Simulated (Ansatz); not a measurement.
## What isotropic strain +0.75 % does to ZnGeAs2

The parent structure is ZnGeAs$_{2}$ in the chalcopyrite structure (space group I-42d, No. 122; a = 5.655 Å, c = 11.187 Å).

Perturbation: every lattice vector is stretched by 0.75 %, atoms relaxed at fixed cell.

All numbers come from plane-wave PAW DFT at the PBEsol level (Ansatz, a quantum-chemistry and plane-wave program, 420 eV), spin-orbit coupling left out. Γ-centred 8×8×8 mesh, Fermi–Dirac width 0.05 eV.

The volume per atom goes up by 0.51 Å³ (22.36 Å³ → 22.87 Å³) and the space group remains I-42d (No. 122). The shortest interatomic distance goes up by 0.019 Å, from 2.436 Å to 2.455 Å and the energy increases by 2.3 meV/atom. The pressure (mean of the normal stresses, compression positive) goes from zero to -1.4 GPa and the band gap becomes zero (base: 0.16 eV).

Whether these cells are dynamically stable was not tested. All final runs are without spin polarisation. Gaps under 0.05 eV, about the width of the smearing, are given as zero. A zero or small gap of ZnGeAs2 can be the functional's error rather than a property of the material.
